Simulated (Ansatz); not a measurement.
Results of PBE0 (Ansatz, a quantum-chemistry and plane-wave program, PAW) for InF₃ (R-3c, No. 167; cell taken from a computed entry).

Settings: plane-wave cutoff 500 eV, 6×6×6 k mesh, gaussian smearing 0.02 eV, scalar-relativistic PAW data made under PBE.

Cell (relaxed with r²SCAN):

```cif
data_F18In6
_chemical_formula_sum 'In6 F18'
_space_group_name_H-M_alt 'R-3c :H'
_space_group_IT_number 167
_space_group_name_Hall '-R 3 2"c'
_cell_length_a 5.30384
_cell_length_b 5.30384
_cell_length_c 14.59407
_cell_angle_alpha 90.000
_cell_angle_beta 90.000
_cell_angle_gamma 120.000
loop_
_atom_site_label
_atom_site_type_symbol
_atom_site_symmetry_multiplicity
_atom_site_Wyckoff_symbol
_atom_site_fract_x
_atom_site_fract_y
_atom_site_fract_z
_atom_site_occupancy
In1 In 6 b 0.00000 0.00000 0.00000 1
F1 F 18 e 0.36788 0.36788 0.75000 1
```
(The calculation used a cell of 8 atoms; values per cell refer to that cell.)

**Question.** Give the computed band gap.

**Answer.** 
* **band gap**: 7.21 eV (on the SCF k mesh)

Note: cell and atoms aren't relaxed at this level (largest force component 0.06 eV/Å, pressure 0.5 GPa).

Spin–orbit coupling is not included.

The computed numbers hold no vibrational or temperature effects.
